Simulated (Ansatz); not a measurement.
The (10-11) face of hcp Tl can be cut between different planes. Symmetric, stoichiometric slabs relaxed in the 1x1 cell (23.1 Å²): top plane Tl, 0.45 Å over the next in the ideal cut; top plane Tl, 2.27 Å over the next in the ideal cut.

These are PBE (plane waves to 420 eV, PAW; Ansatz, a program for electronic structure) values and carry that method's errors.

### Question
Order them by surface energy (lowest first) at the level PBE.

### Answer
the cut with an outer spacing of 0.45 Å (0.28 J/m²), the cut with an outer spacing of 2.27 Å (0.33 J/m²)
